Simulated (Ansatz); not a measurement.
The parent structure is CuI in the zinc blende structure (space group F-43m, No. 216; a = 6.0228 Å). Axes: x, y, z lie along the cube axes.

All numbers come from r2SCAN, PAW, 500 eV (Ansatz, a program for electronic structure; without spin-orbit coupling).

For the base:

The band gap comes out as 1.67 eV and the valence-band top at Γ comes out as 0.00, 0.00, 0.00 eV.

The change: biaxial strain −0.42 %, plane normal [111], relaxed out of plane (Cartesian); in-plane vectors clamped, the third vector and the atoms free.

How does this affect the band gap?

The band gap grows by 0.01 eV (1.67 eV → 1.68 eV).

What happens to the in-plane stress?

The mean in-plane stress (compression positive) amounts to +0.3 GPa.

What happens to the valence-band top at Γ?

The valence-band top at Γ (three highest levels, from the VBM) goes from 0.00, 0.00, 0.00 eV to 0.00, 0.00, -0.01 eV.

Predict the new out-of-plane strain.

The out-of-plane strain comes out as +0.32 %.

With I present, leaving out spin-orbit coupling can change the band edges. Whether these cells are dynamically stable was not tested. The final runs are not spin-polarised.
